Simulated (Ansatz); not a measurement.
# GaS in the beta-GaS type structure (space group P6_3/mmc, No. 194; layered, stacked along the Cartesian z axis)

```xyz
8
Lattice="3.5344 0.0000 0.0000 -1.7672 3.0609 0.0000 0.0000 0.0000 15.0412" Properties=species:S:1:pos:R:3 pbc="T T T"
Ga     0.0000     2.0406    10.0712
Ga     1.7672     1.0203     2.5506
Ga     1.7672     1.0203     4.9700
Ga     0.0000     2.0406    12.4907
S      0.0000     2.0406     1.4583
S      1.7672     1.0203     8.9789
S      1.7672     1.0203    13.5830
S      0.0000     2.0406     6.0623
```

All numbers come from PBEsol-D3(BJ) (Ansatz, an electronic-structure program), spin-orbit coupling left out, earlier PAW set. Γ-centred 11×11×3 mesh, Fermi–Dirac width 0.05 eV.

| Property | Result |
|---|---|
| Volume per atom | 20.34 Å³ |
| Density | 4.15 g/cm³ |
| Band gap | 1.29 eV, indirect, Γ → M |
| Hole mass | 0.13 mₑ along c, 2.0 mₑ across |
| Lowest conduction-band minima above the VBM | M (1/2, 0, 0) 1.29 eV; K (1/3, 1/3, 0) 1.36 eV; Γ 1.73 eV |
| Total energy | -2314.956 eV/atom (σ→0; compares only within this code and set-up) |

Masses are band curvatures over ±0.01 Å⁻¹ around the edge. Whether these cells are dynamically stable was not tested.
